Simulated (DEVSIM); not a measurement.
Structure: abrupt GaAs p-n junction, at 300 K.

Layer 1 from the left is GaAs, thickness (μm) 50.0, Na (cm⁻³) 1e16, τn (s) 7.3e-9, τp (s) 7.3e-9. Layer 2 from the left is GaAs, thickness (μm) 57.0, Nd (cm⁻³) 4.3e14, τn (s) 7.3e-9, τp (s) 7.3e-9.

Left contact: ohmic. Right contact: ohmic. Voltage is applied to the left contact. Recombination: SRH at mid-gap, radiative. Mobility is constant in doping.

The device is made up for the run: typed textbook-type constants, with dimensions and the other settings drawn at random. Values at 300 K.

GaAs: gap (eV) 1.424, affinity (eV) 4.07, permittivity 12.9, Nc (cm⁻³) 4.7e17, Nv (cm⁻³) 9e18, μn (cm²/Vs) 8500, μp (cm²/Vs) 400, B (cm³/s) 2e-10.

Simulated with DEVSIM: 1D drift-diffusion, Boltzmann statistics, complete ionisation; no tunnelling, impact ionisation, image-force lowering or self-heating.

Q: What does the simulation give for the dark forward voltage at 1 A/cm², the largest field in the device at zero bias?

A: dark forward voltage at 1 A/cm² 0.978 V; largest field in the device at zero bias 11000 V/cm.
